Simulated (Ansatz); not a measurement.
Consider Ag in the fcc (Cu type) structure (space group Fm-3m, No. 225; relaxed with 0.1 eV smearing).

```xyz
1
Lattice="0.0000 2.0521 2.0521 2.0521 0.0000 2.0521 2.0521 2.0521 0.0000" Properties=species:S:1:pos:R:3 pbc="T T T"
Ag     0.0000     0.0000     0.0000
```

Cartesian axes are those of the cell as printed.

Level of theory: plane-wave PAW DFT at the r2SCAN level (Ansatz, a first-principles code, 500 eV), no SOC.

Base values:

The shortest interatomic distance is 5.484 bohr.

Modification: strain tensor (xx, yy, zz, yz, xz, xy) = (−2.46, +0.38, +0.91, +1.28, +0.31, −0.76) %, atoms relaxed at fixed cell.

Problem. Predict the new energy relative to the base.

Solution. The energy rises by 4.0 meV/atom.

Problem. What does the calculation give for the shortest interatomic distance after the change?

Solution. The shortest interatomic distance shrinks by 0.0975 bohr to 5.387 bohr.

Problem. What happens to the stress?

Solution. The stress (xx, yy, zz, yz, xz, xy; compression positive) amounts to (2.0, 1.3, 1.0, -1.0, -0.3, 0.8) GPa.

Stability against distortions was not tested.
